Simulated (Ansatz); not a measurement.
**BN, response to strain**

Consider BN (space group P6_3/mmc, No. 194; layered, stacked along the Cartesian z axis).

```yaml
crystal:
  lattice:
    - [2.50046, 0.00000, 0.00000]
    - [-1.25023, 2.16546, 0.00000]
    - [0.00000, 0.00000, 6.41169]
  atoms:
    - { symbol: B, position: [0.66667, 0.33333, 0.25000] }
    - { symbol: B, position: [0.33333, 0.66667, 0.75000] }
    - { symbol: N, position: [0.33333, 0.66667, 0.25000] }
    - { symbol: N, position: [0.66667, 0.33333, 0.75000] }
```

Cartesian axes are those of the cell as printed.

Strains are applied to the cell and any free atomic positions relax.

Calculations: PBEsol-D3(BJ), PAW, 420 eV (Ansatz, a first-principles code; no spin-orbit coupling).

Notes on the quantities. energy relative to the base: free energy F; pressure: mean of the normal stresses, compression positive.

| case | band gap | volume per atom | energy relative to the base | pressure | smallest direct gap |
|---|---|---|---|---|---|
| base | 4.08 eV | 8.68 Å³ | 0 meV/atom | 0.00 GPa | 4.49 eV |
| uniaxial strain ε_zz = +0.60 % | 4.09 eV | 8.73 Å³ | 0.0 meV/atom | -0.07 GPa | 4.51 eV |
| uniaxial strain ε_zz = +1.20 % | 4.11 eV | 8.78 Å³ | +0.1 meV/atom | -0.14 GPa | 4.53 eV |
| uniaxial strain ε_zz = +1.80 % | 4.12 eV | 8.84 Å³ | +0.3 meV/atom | -0.19 GPa | 4.56 eV |
| uniaxial strain ε_zz = +2.40 % | 4.13 eV | 8.89 Å³ | +0.5 meV/atom | -0.24 GPa | 4.58 eV |
| uniaxial strain ε_zz = +3.00 % | 4.14 eV | 8.94 Å³ | +0.7 meV/atom | -0.29 GPa | 4.59 eV |

Gaps are Kohn–Sham eigenvalue differences; semilocal functionals usually give less than the measured gap. Whether these cells are dynamically stable was not tested.
